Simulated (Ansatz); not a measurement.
Start from Ag₃Pt in the Cu3Au type structure (space group Pm-3m, No. 221; a = 4.0087 Å).

Levels (all Ansatz, a first-principles code, PAW): PBEsol (420 eV, spin-orbit coupling left out); PBEsol+SOC (420 eV, spin-orbit coupling included).

The geometry is relaxed with PBEsol.

- PBEsol pressure = 0.0 GPa

With PBEsol+SOC at the same geometry, the pressure goes from zero to -0.2 GPa.

Single points use the geometry relaxed with PBEsol. The spin-orbit shifts are approximate. No phonon test of stability was made. The runs without spin-orbit coupling are not spin-polarised.
